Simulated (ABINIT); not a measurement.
Worked example: self-consistent single point of Li₅Mg (P-62m, 6 atoms in the cell) in ABINIT.

Level of theory: PBEsol, norm-conserving pseudopotentials (PseudoDojo nc-sr-04 PBEsol standard) (plane waves; ABINIT).

```xyz
6
Lattice="5.2741 0.0000 0.0000 -2.6371 4.5675 0.0000 0.0000 0.0000 5.0532" Properties=species:S:1:pos:R:3 pbc="T T T"
Li     1.7523     0.0000     0.0000
Li     1.7609     3.0500     0.0000
Li    -0.8762     1.5176     0.0000
Li     2.6371     1.5225     2.5266
Li     0.0000     3.0450     2.5266
Mg     0.0000     0.0000     2.5266
```

Reference input (self-consistent single point, DFT, PBEsol, plane waves, norm-conserving pseudopotentials (PseudoDojo nc-sr-04 PBEsol standard)): pseudos = [Li.upf, Mg.upf]; ecut = 42 Ha; ixc = -116133; occopt = 3; tsmear = 0.00367493 Ha; ngkpt = 5 5 5; nshiftk = 1; shiftk = 0 0 0; potentials = PseudoDojo nc-sr-04 PBEsol standard; nband = 18; kptopt = 1; nstep = 80. This run's input differs from it in these lines:

```diff
@@ -19,3 +19,3 @@
          0.0000000000    0.0000000000    4.7745820265
-ecut 42
+ecut 17
 ixc -116133
```

Output (repeated stretches shortened):

```
--- !BeginCycle
solver: {iscf: 7, nstep: 80, nline: 4, wfoptalg: 0, }
tolerances: {tolvrs: 1.00E-10, }
...

     iter   Etot(hartree)      deltaE(h)  residm     vres2
 ETOT  1  -93.316970960498    -9.332E+01 6.850E-02 1.553E+02
 ETOT  2  -93.436086886527    -1.191E-01 1.213E-03 1.907E+00
 ETOT  3  -93.437101038118    -1.014E-03 7.089E-05 9.061E-02
 ETOT  4  -93.437124699182    -2.366E-05 4.299E-05 4.188E-03
 ETOT  5  -93.437125682413    -9.832E-07 8.619E-06 1.859E-04
 ETOT  6  -93.437125716368    -3.396E-08 3.460E-05 3.268E-06
 ETOT  7  -93.437125717009    -6.404E-10 5.794E-06 4.585E-08
 ETOT  8  -93.437125717018    -8.967E-12 2.463E-05 4.523E-10
 ETOT  9  -93.437125717014     3.496E-12 3.516E-06 6.800E-12
 At SCF step    9       vres2   =  6.80E-12 < tolvrs=  1.00E-10 =>converged.

 Cartesian components of stress tensor (hartree/bohr^3)
  sigma(1 1)=  5.69490097E-03  sigma(3 2)=  0.00000000E+00
  sigma(2 2)=  5.69490097E-03  sigma(3 1)=  0.00000000E+00
  sigma(3 3)=  5.70175882E-03  sigma(2 1)=  5.21169255E-14

 ----iterations are completed or convergence reached----

 reduced coordinates (array xred) for    6 atoms
       0.332249999997      0.000000000000      0.000000000000
       0.667750000003      0.667750000003      0.000000000000
       0.000000000000      0.332249999997      0.000000000000
       0.666666666667      0.333333333333      0.500000000000
       0.333333333333      0.666666666667      0.500000000000
       0.000000000000      0.000000000000      0.500000000000
 cartesian forces (eV/Angstrom) at end:
   [... lines left out ...]
 Fermi (or HOMO) energy (eV) =   1.19810   Average Vxc (eV)=  -7.40752
   [... lines left out ...]
total_energy        : -9.34371257170142E+01
total_energy_eV     : -2.54255349466075E+03
band_energy         : -3.17510283145984E+01
...

-Cartesian components of stress tensor (GPa)         [Pressure= -1.6762E+02 GPa]
- sigma(1 1)=  1.67549743E+02  sigma(3 2)=  0.00000000E+00
- sigma(2 2)=  1.67549743E+02  sigma(3 1)=  0.00000000E+00
- sigma(3 3)=  1.67751508E+02  sigma(2 1)=  1.53333263E-09

 Calculation completed.
```

The run converged in 9 iterations. Against the reference run the free energy goes up by 7.47 eV/atom, the pressure goes from -0.16 to -167.6 GPa and the largest force goes from 0.015 to 0.043 eV/Å.

The starting cell comes from a database of computed structures (which also holds hypothetical and non-ambient phases and stackings), without a prior relaxation at this level. At the lowered cutoff the pressure carries the error of an incomplete plane-wave basis.
